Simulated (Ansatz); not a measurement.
This concerns the energy of one form of BN over another. The value is E(A) − E(B), in meV per atom.

A: BN (zinc blende, F-43m), 2 atoms in the cell. Conventional cell: a = b = c = 3.6065 Å, α = β = γ = 90.00°.

B: BN (P6₃/mmc), 4 atoms in the cell.
```yaml
crystal:
  lattice:
    - [2.50646, 0.00000, 0.00000]
    - [-1.25323, 2.17066, 0.00000]
    - [0.00000, 0.00000, 6.61979]
  atoms:
    - { symbol: B, position: [0.33333, 0.66667, 0.25000] }
    - { symbol: B, position: [0.66667, 0.33333, 0.75000] }
    - { symbol: N, position: [0.33333, 0.66667, 0.75000] }
    - { symbol: N, position: [0.66667, 0.33333, 0.25000] }
```

Setting: static, neutral cells in Ansatz (PAW) whose structures rest at the PBE+D3(BJ) level. Ansatz (a quantum-chemistry and plane-wave program) runs with its default PAW set. Other levels take these structures. HSE06 runs on coarser k-point meshes, mended by the PBE difference between the two meshes. The lattices are those relaxed with PBE+D3(BJ), so at other levels the solids can be strained, which adds to the spread. A dispersion term (D3(BJ), or D4 for r2SCAN) was computed beside these levels and is taken off wherever the name lacks it.

Levels: PBE, PBE+D3(BJ), PBEsol, r2SCAN, r2SCAN+D4, HSE06.

Q: Which lies lower at each level?

A: BN (P6₃/mmc) (B): PBE (65), r2SCAN (58), r2SCAN+D4 (28), HSE06 (32); BN (zinc blende, F-43m) (A): PBE+D3(BJ) (-4), PBEsol (-30) (values in meV/atom; within 2 meV/atom of zero counts as too close to call). The levels span 95 meV/atom, from PBEsol (-30) to PBE (65). They disagree on the sign.
